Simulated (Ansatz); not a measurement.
Consider a periodic stack without vacuum, rutile IrO2 (1 0 0) on rock-salt PbTe (1 1 0) (film strained to the substrate, started from cuts of the bulks and a machine-learned relaxation; slabs Pb6Te6 and Ir6O16, which can lie off the formulas): substrate slab Pb6Te6, film Ir6O16, surface cells [[0, -1], [1, -1]] and [[1, 0], [1, 2]], film strained by +2.6 and +3.3 %, outermost planes PbTe/PbTe and O/O as cut, which need not be the usual terminations and can put a slab off its formula. Its start:

```yaml
crystal:
  lattice:
    - [4.64655, 0.00003, 0.01659]
    - [4.64680, 6.57110, -0.03742]
    - [1.63074, 0.90986, 22.45111]
  atoms:
    - { symbol: Pb, position: [0.70252, 0.99980, 0.14143] }
    - { symbol: Pb, position: [0.08944, 0.49848, 0.00589] }
    - { symbol: Pb, position: [0.58248, 0.98750, 0.35481] }
    - { symbol: Pb, position: [0.64386, 0.49656, 0.24630] }
    - { symbol: Pb, position: [0.60635, 0.80253, 0.56698] }
    - { symbol: Pb, position: [0.61786, 0.45410, 0.45481] }
    - { symbol: Te, position: [0.20390, 0.99955, 0.04156] }
    - { symbol: Te, position: [0.16383, 0.50746, 0.15582] }
    - { symbol: Te, position: [0.08535, 0.99620, 0.25237] }
    - { symbol: Te, position: [0.10809, 0.48849, 0.36246] }
    - { symbol: Te, position: [0.98150, 0.98865, 0.46374] }
    - { symbol: Te, position: [0.35526, 0.30079, 0.57990] }
    - { symbol: Ir, position: [0.03930, 0.77853, 0.79622] }
    - { symbol: Ir, position: [0.54062, 0.27811, 0.79658] }
    - { symbol: Ir, position: [0.31391, 0.04062, 0.69943] }
    - { symbol: Ir, position: [0.81803, 0.53574, 0.69961] }
    - { symbol: O, position: [0.38875, 0.79485, 0.66065] }
    - { symbol: O, position: [0.91330, 0.29198, 0.65848] }
    - { symbol: O, position: [0.60241, 0.03952, 0.62938] }
    - { symbol: O, position: [0.10199, 0.54556, 0.63083] }
    - { symbol: O, position: [0.99364, 0.03183, 0.76076] }
    - { symbol: O, position: [0.49209, 0.53253, 0.76096] }
    - { symbol: O, position: [0.74893, 0.78402, 0.73572] }
    - { symbol: O, position: [0.25038, 0.28447, 0.73534] }
    - { symbol: Ir, position: [0.26848, 0.01796, 0.89519] }
    - { symbol: Ir, position: [0.75882, 0.51850, 0.89353] }
    - { symbol: O, position: [0.32660, 0.77278, 0.85842] }
    - { symbol: O, position: [0.82858, 0.27139, 0.85862] }
    - { symbol: O, position: [0.58569, 0.02448, 0.83044] }
    - { symbol: O, position: [0.08134, 0.52487, 0.83019] }
    - { symbol: O, position: [0.00274, 0.01160, 0.96422] }
    - { symbol: O, position: [0.52633, 0.51425, 0.96609] }
    - { symbol: O, position: [0.71146, 0.76392, 0.92631] }
    - { symbol: O, position: [0.20965, 0.26584, 0.92618] }
```

The start was prepared with a machine-learned potential, and the result is one local minimum, with the in-plane cell held and forces under 0.04 eV/Å; the film can end far from its bulk form.

These are PBE (plane waves to 420 eV, PAW; Ansatz, a program for electronic structure) values and carry that method's errors. Scalar-relativistic, without spin–orbit coupling; the runs are not spin-polarised. Its k-point mesh 8×5×1, Fermi–Dirac width 0.05 eV.

Q: Predict the relaxed interface.

A: 
- interface area: 30.5 Å²
- period: 22.19 Å
- heights between the nearest atoms of the two slabs at the two interfaces: 0.61 and 0.94 Å
- O–Pb contacts across the interfaces within 1.22 times the sum of covalent radii: 6, mean 2.36 Å
- O–Te contacts across the interfaces within 1.22 times the sum of covalent radii: 6, mean 2.11 Å
- Ir–Pb contacts across the interfaces within 1.22 times the sum of covalent radii: 1, mean 3.50 Å
- Ir–Te contacts across the interfaces within 1.22 times the sum of covalent radii: 1, mean 3.35 Å
